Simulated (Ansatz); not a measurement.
# A computed series for SrO: response to strain

Base system: SrO in the rock salt structure (space group Fm-3m, No. 225; a = 5.122 Å). Axes: x, y, z lie along the cube axes.

Strains are applied to the cell and any free atomic positions relax; under biaxial strain the out-of-plane vector relaxes too.

Computed with Ansatz (a quantum-chemistry and plane-wave program) PBEsol, no SOC.

| biaxial strain, plane normal [001], relaxed out of plane (%) | out-of-plane strain (%) |
|---|---|
| -3 | 1.71 |
| -2.5 | ? |
| -2 | 1.11 |
| -1.5 | 0.82 |
| -1 | 0.54 |
| -0.5 | 0.27 |
| 0 | 0.00 |

Task: Fit ε⊥ = −νε + γε² (strains in %) to the rows shown and predict the withheld row.

Result: Least squares on the printed values gives ν = 0.53 (the biaxial Poisson response) and γ = 0.015 (largest residual 0.00 %); this predicts 1.41 %, and the run gives 1.41 %, in agreement.

Whether these cells are dynamically stable was not tested.
